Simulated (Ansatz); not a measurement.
Take MgB2 (space group I4/mmm, No. 139; a = 2.665 Å, c = 8.348 Å; a hypothetical phase, not in the database extracts checked) as the base.

Structures relaxed with PBEsol/PAW in Ansatz (a first-principles code), spin-orbit coupling left out.

Base:

Simulated powder pattern, Cu Kα1, λ = 1.54056 Å (kinematic, ideal powder, no thermal factors, no anomalous dispersion; the 10 strongest lines at most, above 2 %, up to 2θ = 90°):

```
2θ (°)  I/Imax (%)    hkl
------  ----------  -----
21.27           13  (002)
35.33          100  (101)
43.32           35  (004)
47.18          100  (103)
48.26           64  (110)
66.84           34  (114)
70.64           18  (200)
81.52           16  (211)
86.61           16  (204)
89.36           28  (213)
```

Now apply this change: a negative pressure, −2 GPa.

After the change:

Simulated powder pattern, Cu Kα1, λ = 1.54056 Å (kinematic, ideal powder, no thermal factors, no anomalous dispersion; the 10 strongest lines at most, above 2 %, up to 2θ = 90°):

| 2θ (°) | d (Å) | I/Imax (%) | hkl |
|---|---|---|---|
| 35.11 | 2.554 | 100 | (101) |
| 43.04 | 2.100 | 35 | (004) |
| 46.89 | 1.936 | 99 | (103) |
| 47.96 | 1.895 | 64 | (110) |
| 66.39 | 1.407 | 34 | (114) |
| 70.16 | 1.340 | 18 | (200) |
| 80.94 | 1.187 | 16 | (211) |
| 85.97 | 1.130 | 16 | (204) |
| 88.69 | 1.102 | 28 | (213) |
| 89.39 | 1.095 | 19 | (107) |

The indices refer to the base's conventional cell; one index is shown for lines that coincide.

Load acts through the strain it causes; cell and atoms are relaxed under it. Stability against distortions was not tested. The final runs are not spin-polarised.
